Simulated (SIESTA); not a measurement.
A self-consistent single point of FePt (P4/mmm, 2 atoms in the cell) with SIESTA

Level of theory: GGA PBE, numerical atomic orbitals DZP, PseudoDojo PBE standard norm-conserving potentials (rewritten from UPF to PSML) (SIESTA).

Input as run:

```
# files in the folder: Fe.psml Pt.psml (PseudoDojo PBE standard)
SystemName  FePt
SystemLabel fept

NumberOfAtoms                2
NumberOfSpecies              2
%block ChemicalSpeciesLabel
  1 26 Fe
  2 78 Pt
%endblock ChemicalSpeciesLabel
LatticeConstant              1.0 Ang
%block LatticeVectors
     2.687080000    0.000000000    0.000000000
     0.000000000    2.687080000    0.000000000
     0.000000000    0.000000000    3.681300000
%endblock LatticeVectors
AtomicCoordinatesFormat      Bohr
%block AtomicCoordinatesAndAtomicSpecies
     0.000000000    0.000000000    0.000000000  1
     2.538922637    2.538922637    3.478324391  2
%endblock AtomicCoordinatesAndAtomicSpecies

XC.functional                GGA
XC.authors                   PBE
PAO.BasisSize                DZP
PAO.EnergyShift              0.01 Ry
MeshCutoff                   300 Ry
%block kgrid.MonkhorstPack
   12   0   0  0.0
    0  12   0  0.0
    0   0   9  0.0
%endblock kgrid.MonkhorstPack
OccupationFunction           MP
OccupationMPOrder            0
ElectronicTemperature        1160.45 K
Spin                         polarized
%block DM.InitSpin
  1 +4.00
  2 +1.00
%endblock DM.InitSpin

MaxSCFIterations             150
SCF.Mixer.Method             Pulay
SCF.Mixer.Weight             0.1
SCF.Mixer.History            8
SCF.DM.Tolerance             1.0E-05
Diag.ParallelOverK           true
WriteForces                  true
Charge.Mulliken              end
```

The program printed (abridged):

```
reinit: Reading from file input.fdf

reinit: System Name: FePt
reinit: System Label: fept

NOTE on units for spin output:
{S} is the spin magnetic moment, in units of the Bohr magneton,
assuming a g-factor for the electron spin of exactly 2.
The spin magnetic moment is then numerically equal to the charge inbalance,
in units of electrons, between the spin-up and -down channels.

coor:   Atomic-coordinates input format  =     Cartesian coordinates
coor:                                            (in Bohr units)

siesta: Atomic coordinates (Bohr) and species
siesta:      0.00000   0.00000   0.00000  1        1
siesta:      2.53892   2.53892   3.47832  2        2

siesta: System type = bulk

initatomlists: Number of atoms, orbitals, and projectors:      2    38    50

siesta: ******************** Simulation parameters ****************************
redata: Spin configuration                          = collinear
redata: Time-Reversal Symmetry                      = T
redata: Number of Atomic Species                    =        2
redata: Mesh Cutoff                                 =   300.0000 Ry
redata: Net charge of the system                    =     0.0000 |e|
redata: Min. number of SCF Iter                     =        0
redata: Max. number of SCF Iter                     =      150
redata: SCF convergence failure will abort job
redata: SCF mix quantity                            = Hamiltonian
redata: Mix DM or H after convergence               =   F
redata: Recompute H after scf cycle                 =   F
redata: Mix DM in first SCF step                    =   T
redata: No kicks to SCF
redata: DM Mixing Weight for Kicks                  =     0.5000
redata: Require Harris convergence for SCF          =   F
redata: Harris energy tolerance for SCF             =     0.000100 eV
redata: Require DM convergence for SCF              =   T
redata: DM tolerance for SCF                        =     0.000010
   [... lines left out ...]
diag: Used triangular part                          = Lower
diag: Absolute tolerance                            =  0.100E-15
diag: Orthogonalization factor                      =  0.100E-05
diag: Memory factor                                 =  1.0000

superc: Internal auxiliary supercell:     5 x     5 x     5  =     125
superc: Number of atoms, orbitals, and projectors:    250   4750   6250

                        Single-point calculation

superc: Internal auxiliary supercell:     5 x     5 x     5  =     125
superc: Number of atoms, orbitals, and projectors:    250   4750   6250

outcell: Unit cell vectors (Ang):
        2.687080    0.000000    0.000000
        0.000000    2.687080    0.000000
        0.000000    0.000000    3.681300

outcell: Cell vector modules (Ang)   :    2.687080    2.687080    3.681300
outcell: Cell angles (23,13,12) (deg):     90.0000     90.0000     90.0000
outcell: Cell volume (Ang**3)        :     26.5805
new_DM -- step:     1
Initializing Density Matrix...

Attempting to read DM from file... Failed...
DM filled with atomic data (user-defined):

InitMesh: MESH = 30 x 30 x 40 = 36000
InitMesh: Mesh cutoff (required, used) =   300.000   326.302 Ry

stepf: Methfessel-Paxton step function
       Using Hermite-Gauss polynomials of order  0
        iscf     Eharris(eV)        E_KS(eV)     FreeEng(eV)     dDmax    Ef(eV) dHmax(eV)
   scf:    1    -6935.417866    -6955.556114    -6955.564794  0.737800 -0.596981 15.877430
     spin moment: {S} , |S| = {        0.0        0.0    3.26030 }     3.26030
   scf:    2    -6962.257244    -6959.803572    -6959.810016  0.129953 -0.921250  8.535938
     spin moment: {S} , |S| = {        0.0        0.0    3.51968 }     3.51968
   scf:    3    -6962.353991    -6961.149644    -6961.155914  0.077901 -1.331060  5.839972
     spin moment: {S} , |S| = {        0.0        0.0    3.53179 }     3.53179
   scf:    4    -6963.134513    -6962.555227    -6962.563075  0.191074 -2.481734  0.323301
     spin moment: {S} , |S| = {        0.0        0.0    3.47312 }     3.47312
   scf:    5    -6962.530092    -6962.554849    -6962.562282  0.034744 -2.571629  0.824933
     spin moment: {S} , |S| = {        0.0        0.0    3.37973 }     3.37973
   scf:    6    -6962.589523    -6962.576813    -6962.584009  0.020633 -2.605736  0.186380
   [... lines left out ...]
   scf:   11    -6962.578338    -6962.578336    -6962.585467  0.000201 -2.611802  0.007768
     spin moment: {S} , |S| = {        0.0        0.0    3.32276 }     3.32276
   scf:   12    -6962.578333    -6962.578335    -6962.585468  0.000186 -2.611980  0.001396
     spin moment: {S} , |S| = {        0.0        0.0    3.32240 }     3.32240
   scf:   13    -6962.578335    -6962.578335    -6962.585468  0.000015 -2.611978  0.000860
     spin moment: {S} , |S| = {        0.0        0.0    3.32238 }     3.32238
   scf:   14    -6962.578331    -6962.578333    -6962.585468  0.000047 -2.612156  0.001223
     spin moment: {S} , |S| = {        0.0        0.0    3.32223 }     3.32223
   scf:   15    -6962.578334    -6962.578333    -6962.585468  0.000017 -2.612093  0.000363
     spin moment: {S} , |S| = {        0.0        0.0    3.32227 }     3.32227
   scf:   16    -6962.578333    -6962.578333    -6962.585468  0.000004 -2.612108  0.000037
     spin moment: {S} , |S| = {        0.0        0.0    3.32226 }     3.32226
SCF Convergence by DM+H criterion
max |DM_out - DM_in|         :     0.0000038085
max |H_out - H_in|      (eV) :     0.0000373017
SCF cycle converged after 16 iterations

Using DM_out to compute the final energy and forces

siesta: E_KS(eV) =            -6962.5783

siesta: E_KS - E_eggbox =     -6962.5783

siesta: Atomic forces (eV/Ang):
     1   -0.000000   -0.000000   -0.000000
     2   -0.000000   -0.000000    0.000000
   Tot   -0.000000   -0.000000    0.000000
   Max    0.000000
   Res    0.000000    sqrt( Sum f_i^2 / 3N )
   Max    0.000000    constrained

Stress tensor Voigt[x,y,z,yz,xz,xy] (kbar):     -112.64     -112.64      -89.55       -0.00       -0.00       -0.00
(Free)E + p*V (eV/cell)    -6960.8444
Target enthalpy (eV/cell)    -6962.5855

siesta: Program's energy decomposition (eV):
siesta: Ebs     =     -1161.663519
siesta: Eions   =      9802.447479
siesta: Ena     =      1286.579449
siesta: Ekin    =      2587.552885
siesta: Enl     =        23.200243
siesta: Eso     =         0.000000
siesta: Edftu   =         0.000000
siesta: DEna    =        72.974506
siesta: DUscf   =         2.013103
siesta: DUext   =         0.000000
siesta: Ex      =     -1066.928747
siesta: Ec      =       -65.522292
siesta: Exc     =     -1132.451039
siesta: Eharris =     -6962.578333
siesta: Etot    =     -6962.578333
siesta: FreeEng =     -6962.585468

siesta: Stress tensor (static) (eV/Ang**3):
siesta:    -0.070306   -0.000000    0.000000
siesta:    -0.000000   -0.070306    0.000000
siesta:    -0.000000   -0.000000   -0.055896

siesta: Cell volume =         26.580455 Ang**3

siesta: Pressure (static):
siesta:                Solid            Molecule  Units
siesta:           0.00071341          0.00071341  Ry/Bohr**3
siesta:           0.06550228          0.06550228  eV/Ang**3
siesta:         104.94622240        104.94622039  kBar

mulliken: Atomic and Orbital Populations:

mulliken: Spin UP

Species: Fe
Atom  Qatom  Qorb
               3s      4s      4s      3py     3pz     3px     4py     4pz
               4px     3dxy    3dyz    3dz2    3dxz    3dx2-y2 3dxy    3dyz
               3dz2    3dxz    3dx2-y2
   [... lines left out ...]
               6px     5dxy    5dyz    5dz2    5dxz    5dx2-y2 5dxy    5dyz
               5dz2    5dxz    5dx2-y2
   2  9.221   0.972   0.469  -0.085   0.990   0.992   0.990   0.147   0.140
              0.147   0.904   0.862   0.876   0.862   0.803   0.021   0.032

              0.031   0.032   0.035

mulliken: Qtot =       18.661

mulliken: Spin DOWN

Species: Fe
Atom  Qatom  Qorb
               3s      4s      4s      3py     3pz     3px     4py     4pz
               4px     3dxy    3dyz    3dz2    3dxz    3dx2-y2 3dxy    3dyz
               3dz2    3dxz    3dx2-y2
   1  6.312   0.978   0.404  -0.103   1.007   1.006   1.007   0.146   0.123
              0.146   0.260   0.371   0.266   0.371   0.563  -0.030  -0.035

             -0.043  -0.035  -0.090

Species: Pt
Atom  Qatom  Qorb
               5s      6s      6s      5py     5pz     5px     6py     6pz
               6px     5dxy    5dyz    5dz2    5dxz    5dx2-y2 5dxy    5dyz
               5dz2    5dxz    5dx2-y2
   2  9.026   0.971   0.592  -0.140   0.990   0.991   0.990   0.180   0.210
              0.180   0.895   0.848   0.804   0.848   0.707  -0.015  -0.017

             -0.005  -0.017   0.014

mulliken: Qtot =       15.339

Mulliken Atomic Populations:
Atom #   charge [q] valence [e]      Sz [e]  Species
     1     0.247861   15.752139    3.127378  Fe
     2    -0.247861   18.247861    0.194885  Pt
 Total     0.000000                3.322264
```

The run converged in 16 iterations.

The starting cell comes from a database of computed structures (which also holds hypothetical and non-ambient phases and stackings), without a prior relaxation at this level. Its lattice was rescaled by a random factor within 2.5 % of one. With one magnetic atom in the cell only a parallel order is possible. Values carry the incompleteness of an atom-centred basis. With a pressure of about 10 GPa the cell is away from its equilibrium volume at this level.

Cost on one core of a shared machine: roughly 40 s.
